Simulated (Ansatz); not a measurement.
Cell and atoms of amorphous Hf18O37Ca:

```
CaHf18O37
1.0
    9.27753    -0.01055    -0.06783
   -0.01055     8.72915    -0.19532
   -0.06783    -0.19532     8.98497
Hf O Ca
18 37 1
Cartesian
  0.86243   2.25075   8.77507
  4.00859   2.50369   7.79932
  2.71896   0.52412   1.95653
  1.68301   6.42506   4.09827
  4.61817   5.38982   5.18125
  5.88316   4.26693   1.10074
  5.62146   7.30591   2.43279
  1.76034   2.33886   5.28065
 -0.06452   6.09845   7.64815
  3.66991   5.97674   8.36512
  6.18281   7.93743   8.34263
  7.44446   3.01805   6.71219
  3.07459   3.87772   2.41285
  7.73838   5.58058   4.50867
  8.60696   0.28500   5.80021
  4.80895  -0.01069   5.67402
  9.25777   4.94394   1.62825
  8.79101   8.31519   1.89461
  6.60786   1.23756   5.72268
  1.29977   0.52978   5.83884
  2.86532   4.49833   4.45122
  4.20302   4.51003   6.91212
  8.52249   1.55552   7.65858
  4.84390   5.43833   2.75523
 -0.02356   6.93233   5.36060
  7.57168   3.79522   2.01149
  2.94857   1.72966   0.27534
  5.90847   6.26862   0.34979
  1.89897   6.27235   7.59171
  1.98242   2.97100   7.24085
  6.02573   3.15697   8.25784
  9.05208   4.12476   8.53756
  4.79651   0.20257   3.54339
  4.86093   6.99732   6.95267
  0.17377   4.89670   3.80606
  1.23731   3.38111   1.54731
  3.41657   7.11136   4.86022
  5.09354   0.68171   7.79255
  4.88554   2.86551   2.12843
  1.97447   5.67066   2.21238
  8.23341   0.41293   3.79600
  7.68548   6.55060   2.61452
  7.90363   5.01105   6.48544
  1.41735   8.04951   2.88933
  6.08829   6.94833   4.62598
  6.84131   0.00440   1.41139
  9.13146   6.73270   0.54332
  8.97653   2.56901   5.33454
  3.77358   1.73254   5.86320
  0.76922   0.74878   1.05621
  2.49712   2.03357   3.33286
  3.94291   7.77201   0.94272
  7.85970   7.73160   7.30089
  6.28591   4.08702   4.86822
  3.74736   4.39536   0.39153
  6.55700   2.04849   3.47611
```

Methods: PBE, scalar-relativistic without spin-orbit coupling (Ansatz, a first-principles code); r2SCAN, scalar-relativistic without spin-orbit coupling (Ansatz); HSE06, scalar-relativistic without spin-orbit coupling (Ansatz). Neutral PBE cell, which sets geometry, pressure and energy: sampling: a 2×2×2 Γ-centred mesh; Fermi-Dirac width 0.02 eV; no spin polarisation. Exact exchange is cut at the faces of this 9 Å cell, which leaves hybrid gaps a finite-size error.

The cell was made by melting and quenching with the CHGNet potential and then relaxed with DFT. O atoms were pushed apart under 1.9 Å during the dynamics, to hinder bonds among them. The hot cell started wider than the set density and was brought back towards it in steps. It is the lowest in DFT energy of 2 quenches. It is a model cell: composition and starting density were chosen by hand, and all elements were melted together. No dispersion term was used. Its density started from a set value of 8.78 and ended at 8.78 g/cm³. The quench (nominally 300 K/ps over its main leg) was far faster than any real one, so the model tends to hold more defects than a real film. One small periodic cell is one sample of the glass; other quenches scatter about these values. The volume was held where the preparation left it and the shape relaxed.

Problem. Give the pressure, the energy against reference phases and the spacing of the highest filled and lowest empty levels.

Solution. 
```yaml
Pressure on a 2×2×2 Γ-centred mesh: -0.46 GPa
Largest force and stress component on that mesh (the relaxation ran on the zone centre alone): 0.10 eV/Å and 0.6 GPa
Energy relative to HfO2 (P2_1/c) + rock-salt CaO (lowest mix at this level among the phases computed, not always the ambient ones): 0.155 eV/atom
Level gap on a 2×2×2 Γ-centred mesh (PBE): 3.93 eV
Level gap at the zone centre (PBE): 3.93 eV
Level gap at the zone centre (r2SCAN): 4.41 eV
Level gap at the zone centre (HSE06): 5.51 eV
Distance between the nearest levels spread over more than a fifth of the atoms or a third of the atoms of their main element (six at least) (PBE, zone centre): 4.03 eV
```

Problem. At PBE and the zone centre, how localised are the states just below and above the Fermi level (participation number: the atoms over which a state spreads)?

Solution. The highest filled state is spread over 10.1 atoms' worth, largest on O48, with weights by element (charge in smoothed Voronoi cells) O 0.95, Hf 0.05, Ca 0.00. The lowest empty state is spread over 22.6 atoms' worth, largest on Hf16, with weights by element (charge in smoothed Voronoi cells) Hf 0.57, O 0.42, Ca 0.01.

At PBE the levels at the filled edge of the gap are localised (band-tail or defect states).

Bonds are counted up to Hf-Hf 3.34 Å, Hf-O 2.82 Å, Hf-Ca 3.61 Å, O-O 1.58 Å, O-Ca 2.90 Å, Ca-Ca 3.87 Å. Two cations that share two anions don't count as bonded, nor two that share one unless they lie closer than Hf-Hf 3.25 Å, Hf-Ca 3.51 Å, Ca-Ca 3.77 Å.

Added carriers, by PBE, scalar-relativistic without spin-orbit coupling in Ansatz on the zone centre alone. Charged cells keep the cell fixed and stand in a uniform background, with no image correction, at a width of 0.01 eV; where the count is odd the moment is locked at 1 μB, unless the neutral cell bore moments. Each starts from the undistorted neutral geometry alone. PBE's self-interaction favours spread-out carriers, so it can miss traps that a hybrid finds.

Problem. What happens at PBE when the cell takes an extra electron and the atoms relax?

Solution. Relaxation lowers the charged cell by 0.47 eV. The largest moves are O42 0.24 Å, O44 0.23 Å, Hf18 0.20 Å, Hf3 0.14 Å. The level that holds the added charge spreads over 8.7 atoms' worth, most on Hf18 (weight 0.26): a partly localised carrier. No bond crosses its cut-off with a change of over 0.15 Å (metal-metal contacts aside). Made neutral again at that geometry, the cell lies +0.82 eV from the neutral start.

Problem. What happens at PBE when the cell takes a hole and the atoms relax?

Solution. Relaxation lowers the charged cell by 0.23 eV. The largest moves are O48 0.26 Å, O23 0.20 Å, O43 0.15 Å, O20 0.15 Å. The level that was emptied spreads over 3.6 atoms' worth, most on O48 (weight 0.48): a localised (trapped) carrier, which neighbours of that atom can share. No bond crosses its cut-off with a change of over 0.15 Å (metal-metal contacts aside). Made neutral again at that geometry, the cell lies +0.75 eV from the neutral start.
